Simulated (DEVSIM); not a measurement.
System: Si p+/n-/n+ power diode, at 400 K.

Layer 1 from the left is Si, thickness (μm) 4.00, Na (cm⁻³) 8.7e18, τn (s) 3.7e-7, τp (s) 3.7e-7. Layer 2 from the left is Si, thickness (μm) 13.0, Nd (cm⁻³) 8.6e15, τn (s) 3.7e-7, τp (s) 3.7e-7. Layer 3 from the left is Si, thickness (μm) 4.00, Nd (cm⁻³) 1.5e18, τn (s) 3.7e-7, τp (s) 3.7e-7.

Left contact: ohmic. Right contact: ohmic. Voltage is applied to the left contact. Recombination: SRH at mid-gap, Auger. Gap narrowing is on: ΔEg = 6.92 meV × (l + √(l² + 0.5)), l = ln(N/1.3e17 cm⁻³), shared equally by both band edges. Mobility is constant in doping.

The device is made up for the run: typed textbook-type constants, with dimensions and the other settings drawn at random. Values at 300 K; Nc and Nv go as T^1.5, mobilities as T to minus their exponent, the gap by Varshni's rule with the affinity fixed.

Si: gap (eV) 1.124, affinity (eV) 4.05, permittivity 11.7, Nc (cm⁻³) 2.86e19, Nv (cm⁻³) 3.1e19, μn (cm²/Vs) 1417, μp (cm²/Vs) 470, T exponent of μn 2.3, T exponent of μp 2.2, Cn (cm⁶/s) 2.8e-31, Cp (cm⁶/s) 9.9e-32, Varshni α (eV/K) 0.000473, Varshni β (K) 636.

Model (solved in DEVSIM): 1D drift-diffusion, Boltzmann statistics, complete ionisation; no tunnelling, impact ionisation, image-force lowering or self-heating.

**Question.** What does the simulation give for the potential step across the device at zero bias, the dark forward voltage at 1 A/cm², the dark forward voltage at 100 A/cm²?

**Answer.** potential step across the device at zero bias 0.875 V; dark forward voltage at 1 A/cm² 0.459 V; dark forward voltage at 100 A/cm² 0.670 V.
